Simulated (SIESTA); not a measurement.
Band structure of TlSbS2 (P-1, 8 atoms in the cell).

```yaml
crystal:
  lattice:
    - [6.43032, 0.00000, 0.00000]
    - [0.13669, 6.55663, 0.00000]
    - [2.52178, 2.84341, 6.01819]
  atoms:
    - { symbol: Tl, position: [0.87064, 0.61402, 0.74368] }
    - { symbol: Tl, position: [0.12936, 0.38598, 0.25632] }
    - { symbol: Sb, position: [0.40930, 0.08577, 0.75110] }
    - { symbol: Sb, position: [0.59070, 0.91423, 0.24890] }
    - { symbol: S, position: [0.78230, 0.09192, 0.79031] }
    - { symbol: S, position: [0.21770, 0.90808, 0.20969] }
    - { symbol: S, position: [0.37114, 0.72112, 0.73003] }
    - { symbol: S, position: [0.62886, 0.27888, 0.26997] }
```

Method: SIESTA with GGA PBEsol, numerical atomic orbitals DZP, PseudoDojo PBEsol standard norm-conserving potentials (rewritten from UPF to PSML).

Settings: XC.functional = GGA; XC.authors = PBEsol; potentials = PseudoDojo PBEsol standard; PAO.BasisSize = DZP; PAO.EnergyShift = 0.01 Ry; MeshCutoff = 300 Ry; kgrid.MonkhorstPack = 2 2 2; OccupationFunction = FD; ElectronicTemperature = 10 meV; MaxSCFIterations = 150; SCF.Mixer.Method = Broyden; SCF.Mixer.Weight = 0.2; SCF.Mixer.History = 8; SCF.DM.Tolerance = 1.0E-04.

The starting cell comes from a database of computed structures (which also holds hypothetical and non-ambient phases and stackings), without a prior relaxation at this level. Its lattice was rescaled by a random factor within 2.5 % of one. Spin-orbit coupling is off. Values carry the incompleteness of an atom-centred basis.

Q: Predict the gap along the standard path and the places of the band edges.

A: The gap along the path is 1.23 eV, direct at N to within 0.01 eV. Another conduction valley lies within 0.1 eV, so the order of the valleys is not sure.

Levels in eV from the top of the valence band on the path, bands 37 to 41:
```csv
point,37,38,39,40,41
X,-0.98,-0.96,-0.46,-0.24,1.70
Γ,-1.51,-1.15,-0.53,-0.28,1.86
Y,-1.03,-0.97,-0.52,-0.07,1.78
L,-0.80,-0.60,-0.27,-0.19,1.31
Z,-1.06,-0.89,-0.46,-0.42,1.26
N,-0.92,-0.88,-0.01,0.00,1.23
M,-1.46,-1.38,-0.76,-0.64,2.48
R,-1.03,-0.90,-0.55,-0.41,1.30
```

Higher empty bands are left out: an atom-centred basis made for the valence describes them poorly.
